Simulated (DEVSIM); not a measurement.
Structure: Schottky contact on n-type Si, at 300 K.

Layer 1 from the left is Si, thickness (μm) 0.520, Nd (cm⁻³) 2e15, τn (s) 1.6e-6, τp (s) 1.6e-6.

Left contact: Schottky, work function 4.67 eV, emission velocity 7.6e6 cm/s. Right contact: ohmic. Voltage is applied to the left contact. Recombination: SRH at mid-gap. Mobility is constant in doping.

This is a model device: material constants are rounded textbook-type values typed into the input, and sizes, dopings and lifetimes were drawn at random. Values at 300 K.

Si: gap (eV) 1.124, affinity (eV) 4.05, permittivity 11.7, Nc (cm⁻³) 2.86e19, Nv (cm⁻³) 3.1e19, μn (cm²/Vs) 1417, μp (cm²/Vs) 470.

Simulated with DEVSIM: 1D drift-diffusion, Boltzmann statistics, complete ionisation; no tunnelling, impact ionisation, image-force lowering or self-heating. Metal contacts follow the ideal Schottky-Mott rule: no Fermi-level pinning, no interface dipoles.

What does the simulation give for the dark forward voltage at 1 A/cm², the dark forward voltage at 100 A/cm²?

dark forward voltage at 1 A/cm² 0.183 V; dark forward voltage at 100 A/cm² 0.323 V.
